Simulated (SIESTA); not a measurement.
SIESTA run on Co₃ReB₄ (Pm, 8 atoms in the cell): self-consistent single point

Method: SIESTA with GGA PBEsol, numerical atomic orbitals DZP, PseudoDojo PBEsol standard norm-conserving potentials (rewritten from UPF to PSML).

The input file:

```
# files in the folder: Co.psml Re.psml B.psml (PseudoDojo PBEsol standard)
SystemName  Co3ReB4
SystemLabel siesta

NumberOfAtoms                8
NumberOfSpecies              3
%block ChemicalSpeciesLabel
  1 27 Co
  2 75 Re
  3 5 B
%endblock ChemicalSpeciesLabel
LatticeConstant              4.125950 Ang
%block LatticeVectors
     1.000000000    0.000000000    0.000000000
     0.000000000    0.734848944    0.000000000
    -0.032323223    0.000000000    1.311988027
%endblock LatticeVectors
AtomicCoordinatesFormat      Ang
%block AtomicCoordinatesAndAtomicSpecies
     3.565494212    0.000000000    0.938973152  1
     1.490350833    1.515975000    1.732656096  1
     0.414544982    1.515975000    4.472708153  1
     2.511364352    0.000000000    3.676751666  2
     0.460205650    0.000000000    2.816973587  3
     1.507848351    0.000000000    0.242024038  3
     3.653671193    1.515975000    2.437616741  3
     2.366864427    1.515975000    5.335084567  3
%endblock AtomicCoordinatesAndAtomicSpecies

XC.functional                GGA
XC.authors                   PBEsol
PAO.BasisSize                DZP
PAO.EnergyShift              0.01 Ry
MeshCutoff                   400 Ry
%block kgrid.MonkhorstPack
    5   0   0  0.0
    0   7   0  0.0
    0   0   4  0.0
%endblock kgrid.MonkhorstPack
OccupationFunction           MP
OccupationMPOrder            0
ElectronicTemperature        50.0 meV

MaxSCFIterations             150
SCF.Mixer.Method             Pulay
SCF.Mixer.Weight             0.25
SCF.Mixer.History            6
SCF.DM.Tolerance             1.0E-04
Diag.ParallelOverK           true
WriteForces                  true
```

Output (repeated stretches shortened):

```
reinit: Reading from file input.fdf

reinit: System Name: Co3ReB4
reinit: System Label: siesta

coor:   Atomic-coordinates input format  =     Cartesian coordinates
coor:                                          (in Angstroms)

siesta: Atomic coordinates (Bohr) and species
siesta:      6.73781   0.00000   1.77440  1        1
siesta:      2.81635   2.86478   3.27425  1        2
siesta:      0.78338   2.86478   8.45219  1        3
siesta:      4.74579   0.00000   6.94805  2        4
siesta:      0.86966   0.00000   5.32331  3        5
siesta:      2.84942   0.00000   0.45736  3        6
siesta:      6.90444   2.86478   4.60643  3        7
siesta:      4.47273   2.86478  10.08185  3        8

siesta: System type = bulk

initatomlists: Number of atoms, orbitals, and projectors:      8   128   118

siesta: ******************** Simulation parameters ****************************
redata: Spin configuration                          = none
redata: Time-Reversal Symmetry                      = T
redata: Number of Atomic Species                    =        3
redata: Mesh Cutoff                                 =   400.0000 Ry
redata: Net charge of the system                    =     0.0000 |e|
redata: Min. number of SCF Iter                     =        0
redata: Max. number of SCF Iter                     =      150
redata: SCF convergence failure will abort job
redata: SCF mix quantity                            = Hamiltonian
redata: Mix DM or H after convergence               =   F
redata: Recompute H after scf cycle                 =   F
redata: Mix DM in first SCF step                    =   T
redata: No kicks to SCF
redata: DM Mixing Weight for Kicks                  =     0.5000
redata: Require Harris convergence for SCF          =   F
redata: Harris energy tolerance for SCF             =     0.000100 eV
redata: Require DM convergence for SCF              =   T
   [... lines left out ...]
diag: Used triangular part                          = Lower
diag: Absolute tolerance                            =  0.100E-15
diag: Orthogonalization factor                      =  0.100E-05
diag: Memory factor                                 =  1.0000

superc: Internal auxiliary supercell:     5 x     5 x     5  =     125
superc: Number of atoms, orbitals, and projectors:   1000  16000  14750

                        Single-point calculation

superc: Internal auxiliary supercell:     5 x     5 x     5  =     125
superc: Number of atoms, orbitals, and projectors:   1000  16000  14750

outcell: Unit cell vectors (Ang):
        4.125950    0.000000    0.000000
        0.000000    3.031950    0.000000
       -0.133364    0.000000    5.413197

outcell: Cell vector modules (Ang)   :    4.125950    3.031950    5.414840
outcell: Cell angles (23,13,12) (deg):     90.0000     91.4113     90.0000
outcell: Cell volume (Ang**3)        :     67.7173
new_DM -- step:     1
Initializing Density Matrix...

Attempting to read DM from file... Failed...
DM filled with atomic data:

InitMesh: MESH = 50 x 40 x 72 = 144000
InitMesh: Mesh cutoff (required, used) =   400.000   406.123 Ry

stepf: Methfessel-Paxton step function
       Using Hermite-Gauss polynomials of order  0
        iscf     Eharris(eV)        E_KS(eV)     FreeEng(eV)     dDmax    Ef(eV) dHmax(eV)
   scf:    1   -14979.075528   -15110.765276   -15110.774226  1.469317 -2.121491 23.331439
   scf:    2   -15100.401145   -15140.344924   -15140.347901  0.414344 -5.075726 19.455493
   scf:    3   -15084.915289   -15138.951970   -15138.963475  0.491841 -4.244272 25.890735
   scf:    4   -15095.779380   -15141.786551   -15141.792844  0.429522 -4.438300 19.143201
   scf:    5   -15159.064410   -15155.384931   -15155.392329  0.194570 -4.678764  3.375265
   scf:    6   -15155.751583   -15155.744063   -15155.751629  0.043841 -4.684210  1.820071
   [... 3 lines left out ...]
   scf:   10   -15155.825467   -15155.825352   -15155.832762  0.001713 -4.731821  0.016233
   scf:   11   -15155.825378   -15155.825369   -15155.832791  0.000731 -4.732452  0.014650
   scf:   12   -15155.825358   -15155.825368   -15155.832805  0.000450 -4.732326  0.004058
   scf:   13   -15155.825371   -15155.825370   -15155.832806  0.000147 -4.732082  0.002543
   scf:   14   -15155.825369   -15155.825369   -15155.832806  0.000054 -4.732122  0.000966
SCF Convergence by DM+H criterion
max |DM_out - DM_in|         :     0.0000535557
max |H_out - H_in|      (eV) :     0.0009659843
SCF cycle converged after 14 iterations

Using DM_out to compute the final energy and forces

siesta: E_KS(eV) =           -15155.8254

siesta: E_KS - E_eggbox =    -15155.8254

siesta: Atomic forces (eV/Ang):
     1    0.012961    0.000000    0.022792
     2    0.011768    0.000000    0.013618
     3    0.008667    0.000000   -0.058855
     4   -0.002378    0.000000   -0.001788
     5    0.225808   -0.000000    0.103955
     6   -0.277774   -0.000000    0.117277
     7   -0.193483    0.000000   -0.153902
     8    0.214698    0.000000   -0.048803
   Tot    0.000267    0.000000   -0.005707
   Max    0.277774
   Res    0.105449    sqrt( Sum f_i^2 / 3N )
   Max    0.277774    constrained

Stress tensor Voigt[x,y,z,yz,xz,xy] (kbar):      111.32       97.62      118.63       -0.00        3.04        0.00
(Free)E + p*V (eV/cell)   -15160.4477
Target enthalpy (eV/cell)   -15155.8328

siesta: Program's energy decomposition (eV):
siesta: Ebs     =     -2580.807501
siesta: Eions   =     19012.959992
siesta: Ena     =      1652.989056
siesta: Ekin    =      6416.468767
siesta: Enl     =     -1448.213923
siesta: Eso     =         0.000000
siesta: Edftu   =         0.000000
siesta: DEna    =       109.562352
siesta: DUscf   =         4.000506
siesta: DUext   =         0.000000
siesta: Ex      =     -2709.782764
siesta: Ec      =      -167.889372
siesta: Exc     =     -2877.672136
siesta: Eharris =    -15155.825369
siesta: Etot    =    -15155.825369
siesta: FreeEng =    -15155.832806

siesta: Atomic forces (eV/Ang):
siesta:      1    0.012961    0.000000    0.022792
siesta:      2    0.011768    0.000000    0.013618
siesta:      3    0.008667    0.000000   -0.058855
siesta:      4   -0.002378    0.000000   -0.001788
siesta:      5    0.225808   -0.000000    0.103955
siesta:      6   -0.277774   -0.000000    0.117277
siesta:      7   -0.193483    0.000000   -0.153902
siesta:      8    0.214698    0.000000   -0.048803
siesta: ----------------------------------------
siesta:    Tot    0.000267    0.000000   -0.005707

siesta: Stress tensor (static) (eV/Ang**3):
siesta:     0.069480   -0.000000    0.001899
siesta:     0.000000    0.060927   -0.000000
siesta:     0.001900   -0.000000    0.074042

siesta: Cell volume =         67.717330 Ang**3

siesta: Pressure (static):
siesta:                Solid            Molecule  Units
siesta:          -0.00074224         -0.00068989  Ry/Bohr**3
siesta:          -0.06814973         -0.06334288  eV/Ang**3
siesta:        -109.18790865       -101.48647585  kBar
```

The run converged in 14 iterations.

The starting cell comes from a database of computed structures (which also holds hypothetical and non-ambient phases and stackings), without a prior relaxation at this level. Spin polarisation is off. Values carry the incompleteness of an atom-centred basis. With a pressure of about -11 GPa the cell is away from its equilibrium volume at this level.

Cost on one core of a shared machine: roughly 50 s.
